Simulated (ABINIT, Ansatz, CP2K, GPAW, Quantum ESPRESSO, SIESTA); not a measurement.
One structure in several programs: GaSb (F-43m, 2 atoms in the cell)

Self-consistent single point.

```xyz
2
Lattice="0.0000 3.1419 3.1419 3.1419 0.0000 3.1419 3.1419 3.1419 0.0000" Properties=species:S:1:pos:R:3 pbc="T T T"
Ga     0.0000     0.0000     0.0000
Sb     4.7129     4.7129     4.7129
```

All programs got the same cell, k-point mesh and kind of occupations (in Ansatz's words: kpoints.mp_grid.grid = 9 9 9; scf.occupations.method = gaussian; scf.occupations.width = 0.1 eV); potentials, basis and cutoffs are each program's usual ones.

| code | model | pressure (GPa) | k-points | cutoff |
|---|---|---|---|---|
| CP2K | PBE, GPW, DZVP-MOLOPT-PBE-GTH basis, GTH-PBE potentials (POTENTIAL_UZH) | -0.80 | 365 | grid 600 Ry |
| Quantum ESPRESSO | PBE, PSlibrary ultrasoft (PBE) pseudopotentials | -1.45 | 35 | 70 Ry |
| SIESTA | GGA PBE, numerical atomic orbitals DZP, PseudoDojo PBE standard norm-conserving potentials (rewritten from UPF to PSML) | -0.92 | 365 | grid 350 Ry |
| ABINIT | PBE, PAW (JTH v2.0 PBE PAW) | -1.45 | 35 | 40 Ry |
| GPAW | PBE, GPAW PAW datasets PBE (gpaw-data 1.0.1) | -1.50 | 35 | 550 eV |
| Ansatz | PBE, PAW files | -1.40 | 35 | default |

No clean gap comes from CP2K, Quantum ESPRESSO, SIESTA, ABINIT, GPAW and Ansatz (an electronic-structure program): levels at the Fermi energy touch, overlap or are partly filled at this smearing.

The spread over the programs that give each value: pressure within 0.70 GPa.

The starting cell comes from a database of computed structures (which also holds hypothetical and non-ambient phases and stackings), without a prior relaxation at this level. Its lattice was rescaled by a random factor within 2.5 % of one. On Ansatz's run: Spin-orbit coupling is off. The run gives no clean gap (levels at the Fermi energy touch, overlap or are partly filled at this smearing), which alone does not show that the compound is a metal.

Task: Why do the programs differ, and what cannot be compared?

Result: Differences of this kind can come from the potentials, where these differ, and from what each basis and cutoff leave unconverged. The valence holds different numbers of electrons (CP2K 18, Quantum ESPRESSO 18, SIESTA 28, ABINIT 28, GPAW 18, Ansatz 28). The zero of total energies and Fermi levels follows the potentials and each program's conventions, so they are not compared here. CP2K and SIESTA use small atom-centred bases, whose incompleteness enters pressures, forces and empty levels differently from a plane-wave cutoff. Ansatz's pressure is given at a fixed set of plane waves, as the other plane-wave codes print theirs. The programs reduce the same mesh by symmetry to different extents, which changes the work and not the result.

Left out of this page: Elk and FLEUR (not drawn, or without a comparable value).

Keys are those of Ansatz 0.2.
